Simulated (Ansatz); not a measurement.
For L1₂ (Cu3Au-type) ScPt₃, PBEsol in Ansatz (plane waves, PAW) gives:

```
Quantity              Result
-------------------  -------
lattice parameter a  3.951 Å
bulk modulus         228 GPa
```

What does r²SCAN in Ansatz (PAW) give for the same quantities?


- lattice constant a: 3.978 Å (grows by 0.7 %)
- bulk modulus: 218 GPa (falls by 4.4 %)

For comparison: lattice constant a 3.954 Å (measured, temperature not stated, copied from a table, unchecked, not corrected to a static lattice; as tabulated in Journal of the Less-Common Metals 12, 63 (1967)).

Changes are worked out from the printed values.

Unless a cell is named, each level is at its own relaxed cell (PBEsol 15.42, r²SCAN 15.74 Å³/atom).

Levels without +SOC leave out spin–orbit coupling, which shifts energies and cells of such heavy elements.

The crystal itself was run without spin with r²SCAN; a magnetic state was not tried in these runs.

Caveats: the bulk modulus is −V dP/dV from two relaxed cells at ±2 % in volume (PBEsol, r²SCAN). Ansatz's density-functional and Hartree–Fock values are scalar-relativistic unless marked +SOC, with PAW data made under PBE.

Ansatz is a first-principles code.
